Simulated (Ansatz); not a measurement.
Density of states of AlP (F-43m) below the valence band maximum, HSE06, rigid bands run with Ansatz (a first-principles code); cell volume 40.9 Å³.

```tsv
energy from edge (eV)	10⁻³ states/eV/cell
0.006	82.2
0.031	178
0.056	230
0.081	272
0.106	306
0.131	335
0.156	368
0.181	393
0.206	419
0.231	446
0.256	469
0.281	494
0.319	528
0.344	551
0.369	578
0.394	602
0.419	627
0.444	652
0.469	678
0.494	706
0.519	732
0.544	760
0.569	792
0.594	822
```

**Question.** What effective density of states at 300 K does this give (∫ g(E) exp(−E/k_BT) dE, both spins, divided by the cell's size)?

**Answer.** 9.2e19 cm⁻³, a density-of-states mass of 2.4 mₑ, valleys and band degeneracy included.

Spin-orbit coupling is left out; where it splits the top of the valence band, N_v and the p-type Seebeck coefficient come out somewhat high without it. Geometry: cell and atoms relaxed with PBEsol.
